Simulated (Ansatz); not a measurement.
Functionals compared on a constructed model of the (111) surface of germanium, (√3x√3)R30° Ag adatom at H3 (bottom of the slab: 3 H on 3 bottom sites), in Ansatz (plane waves, PAW). The structure was relaxed with PBE; the other rows are single points on it. Cutoff 420 eV (500 eV for r2SCAN).

Slab: 28 atoms, 13.8 Å thick at the start with caps and adatoms (thin: gaps and levels are the slab's own); k 5x5x1, smearing 0.025 eV, dipole-corrected; 6 atoms held, the rest relaxed; held to the start's symmetry, so lower structures may exist; no spin (no spin-polarised run to compare, though such a face may carry moments), no spin-orbit, no U. The slab shows no gap on its mesh. In PBE it is, or lies within 0.01 eV a 1x1 cell of, the lowest of the 2 structures of its composition computed so far; subsurface sites and larger cells were not tried. These notes are the PBE run's.

| functional | work function of the top face (eV) | rough cost of the single point |
|---|---|---|
| PBE | 4.52 | – |
| r2SCAN | ___ | roughly 2.9 core-minutes |

Task: What belongs in the gaps?

Result: 
- r2SCAN, work function of the top face (eV): 4.59

Ansatz is a quantum-chemistry and plane-wave program.
